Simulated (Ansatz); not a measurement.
# CdS (model structure, started from the BN type, Pm-3n, No. 223, 12 atoms in the cell)

Level of theory: PBEsol+SOC (Ansatz, a program for electronic structure, PAW).

Settings: plane-wave cutoff 520 eV, 4×4×4 k mesh, Fermi–Dirac smearing 0.01 eV, PAW data made under PBE.

Cell (relaxed with PBEsol):

```
CdS
1.0
    7.16517     0.00000     0.00000
    0.00000     7.16517     0.00000
    0.00000     0.00000     7.16517
Cd S
6 6
Direct
  0.25000   0.00000   0.50000
  0.50000   0.25000   0.00000
  0.50000   0.75000   0.00000
  0.75000   0.00000   0.50000
  0.00000   0.50000   0.75000
  0.00000   0.50000   0.25000
  0.25000   0.50000   0.00000
  0.00000   0.25000   0.50000
  0.00000   0.75000   0.50000
  0.75000   0.50000   0.00000
  0.50000   0.00000   0.75000
  0.50000   0.00000   0.25000
```

```yaml
band_gap: 1.26 eV (on the SCF k mesh)
```

Note: the relaxation could raise the start's symmetry but not lower it, so the cell can be a saddle point.

Static lattice: no zero-point or thermal effects.

Computing time: very roughly 4 core-minutes.

A model structure was made by putting elements into a prototype or built by hand; it is no filed structure, need not be a known phase, and can be a saddle point held by its symmetry.
